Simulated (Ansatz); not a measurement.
**Step by step: formation energy of the neutral V_Sn in SnSe (Pnma)**

This concerns the formation energy of the neutral V_Sn in SnSe (Pnma). Reaction: 16 SnSe (Pnma) → cell A + Sn (white tin).

A: a supercell of 32 sites of SnSe (Pnma) with one empty Sn site amid 3 Se; partly filled levels (a metallic host or states in the gap) with PBE; spin state with PBE: run without spin.

Method: Ansatz (a quantum-chemistry and plane-wave program), PAW, neutral cells at 0 K with nuclei at rest, on structures from PBE+D3(BJ). Ansatz runs with its default PAW set. Larger cells are relaxed from a start prepared with the learned potential CHGNet, on a coarser mesh till forces fall under 0.03 eV/Å, which some starts already meet. Space groups of crystals are read within 0.01 Å. The runs are scalar-relativistic, without spin-orbit coupling. Mesh and cell size may move defect energies by 0.1 eV or more. The value holds for the reservoirs listed; other chemical potentials shift it.

Total energies of the cells in eV, at zero smearing width. They compare only within one column; the weights balance every element.

| cell | atoms | weight | PBE+D3(BJ) |
|---|---|---|---|
| A: SnSe:V_Sn | 31 | +1 | -177891.59138 |
| Sn (white tin) | 2 | +1/2 | -12049.10482 |
| SnSe (Pnma) | 32 | −1 | -183917.91535 |

PBE+D3(BJ): (-177891.59138) + 1/2 × (-12049.10482) − (-183917.91535) = 1.772 eV.

What follows from the PBE+D3(BJ) value: With the reservoirs of the reaction as written, and without entropy terms or charged states, the share of sites that hold the defect in equilibrium is exp(−1.77 eV/k_BT) = 1.2×10^-9 at 1000 K.
